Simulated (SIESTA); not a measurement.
Worked example: self-consistent single point of Nb (Im-3m, 1 atom in the cell) in SIESTA.

Computed with GGA PBE with spin-orbit coupling, numerical atomic orbitals DZP, PseudoDojo PBE fully relativistic norm-conserving potentials (rewritten from UPF to PSML) (SIESTA).

```yaml
crystal:
  lattice:
    - [-1.65881, 1.65881, 1.65881]
    - [1.65881, -1.65881, 1.65881]
    - [1.65881, 1.65881, -1.65881]
  atoms:
    - { symbol: Nb, position: [0.00000, 0.00000, 0.00000] }
```

Reference input (self-consistent single point, DFT, GGA PBE, numerical atomic orbitals DZP, PseudoDojo PBE standard norm-conserving potentials (rewritten from UPF to PSML)): XC.functional = GGA; XC.authors = PBE; potentials = PseudoDojo PBE standard; PAO.BasisSize = DZP; PAO.EnergyShift = 0.01 Ry; MeshCutoff = 400 Ry; kgrid.MonkhorstPack = 9 9 9; OccupationFunction = MP; OccupationMPOrder = 0; ElectronicTemperature = 0.1 eV; MaxSCFIterations = 150; SCF.Mixer.Method = Pulay. This run's input differs from it in these lines:

```diff
@@ -1,2 +1,2 @@
-# files in the folder: Nb.psml (PseudoDojo PBE standard)
+# files in the folder: Nb.psml (PseudoDojo PBE fully relativistic)
 SystemName  Nb
@@ -33,2 +33,6 @@
 ElectronicTemperature        0.1 eV
+Spin                         spin-orbit
+%block DM.InitSpin
+  1 0.00 0.00 0.00
+%endblock DM.InitSpin
```

Log, with long lists cut:

```
        iscf     Eharris(eV)        E_KS(eV)     FreeEng(eV)     dDmax    Ef(eV) dHmax(eV)
   scf:    1    -1688.346449    -1693.247448    -1693.254796  0.261749 -3.066095  5.597512
     spin moment: {S} , |S| = {   -0.00000   -0.00000   -0.00000 }     0.00000
   scf:    2    -1694.303067    -1693.800881    -1693.806612  0.085276 -3.516246  3.330736
     spin moment: {S} , |S| = {   -0.00000   -0.00000    0.00000 }     0.00000
   scf:    3    -1694.270396    -1694.096932    -1694.105416  0.099957 -4.175116  0.055488
     spin moment: {S} , |S| = {   -0.00000   -0.00000    0.00000 }     0.00000
   scf:    4    -1694.096933    -1694.097127    -1694.105573  0.005598 -4.170609  0.083082
     spin moment: {S} , |S| = {    0.00000   -0.00000    0.00000 }     0.00000
   scf:    5    -1694.097392    -1694.097236    -1694.105709  0.001722 -4.196929  0.000642
     spin moment: {S} , |S| = {   -0.00000    0.00000    0.00000 }     0.00000
   scf:    6    -1694.097234    -1694.097236    -1694.105709  0.000065 -4.196201  0.002164
     spin moment: {S} , |S| = {   -0.00000    0.00000    0.00000 }     0.00000
   scf:    7    -1694.097238    -1694.097236    -1694.105709  0.000046 -4.196820  0.000005
     spin moment: {S} , |S| = {    0.00000    0.00000    0.00000 }     0.00000
SCF Convergence by DM+H criterion
max |DM_out - DM_in|         :     0.0000456979
max |H_out - H_in|      (eV) :     0.0000050311
SCF cycle converged after 7 iterations

Using DM_out to compute the final energy and forces

siesta: E_KS(eV) =            -1694.0972

siesta: E_KS - E_eggbox =     -1694.0972

siesta: Atomic forces (eV/Ang):
     1   -0.000000   -0.000000    0.000000
   Tot   -0.000000   -0.000000    0.000000
   Max    0.000000
   Res    0.000000    sqrt( Sum f_i^2 / 3N )
   Max    0.000000    constrained

Stress tensor Voigt[x,y,z,yz,xz,xy] (kbar):       32.60       32.60       32.60        0.02        0.02        0.02
(Free)E + p*V (eV/cell)    -1694.4772
Target enthalpy (eV/cell)    -1694.1057

siesta: Program's energy decomposition (eV):
siesta: Enl(+so)=       209.068149
siesta: Eso(nil)=         0.000000
   [... lines left out ...]
siesta: FreeEng =     -1694.105709
   [... lines left out ...]
siesta:     0.020347    0.000012    0.000012
siesta:     0.000012    0.020347    0.000012
siesta:     0.000012    0.000012    0.020347

siesta: Cell volume =         18.258027 Ang**3

siesta: Pressure (static):
siesta:                Solid            Molecule  Units
siesta:          -0.00022161         -0.00022161  Ry/Bohr**3
siesta:          -0.02034710         -0.02034710  eV/Ang**3
siesta:         -32.59964250        -32.59964250  kBar
```

The run converged in 7 iterations. Against the reference run the pressure goes from -3.11 to -3.26 GPa.

The starting cell comes from a database of computed structures (which also holds hypothetical and non-ambient phases and stackings), without a prior relaxation at this level. Values carry the incompleteness of an atom-centred basis. With a pressure of about -3 GPa the cell is away from its equilibrium volume at this level.

Cost on one core of a shared machine: roughly 30 s.
